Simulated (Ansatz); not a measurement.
Base system: TiO$_{2}$ in the rutile structure (space group P4_2/mnm, No. 136; a = 4.5481 Å, c = 2.9171 Å).

Method: LDA/PAW in Ansatz (a program for electronic structure), spin-orbit coupling left out.

Before the change:

```
Item                                   Value
---------------------  ---------------------
Valence-band top at Γ  0.00, -0.47, -0.47 eV
Volume per atom                     10.06 Å³
```

It is then changed as follows: hydrostatic tension (pressure −2 GPa).

### Question
What does the calculation give for the valence-band top at Γ after the change?

### Answer
The valence-band top at Γ (three highest levels, from the VBM) changes from 0.00, -0.47, -0.47 eV to 0.00, -0.46, -0.46 eV.

### Question
Estimate the effect on the volume per atom.

### Answer
The volume per atom rises by 0.08 Å³, from 10.06 Å³ to 10.14 Å³.

The levels and masses belong to the bands next to the band gap. Load acts through the strain it causes; cell and atoms are relaxed under it. Stability against distortions was not tested. All final runs are without spin polarisation.
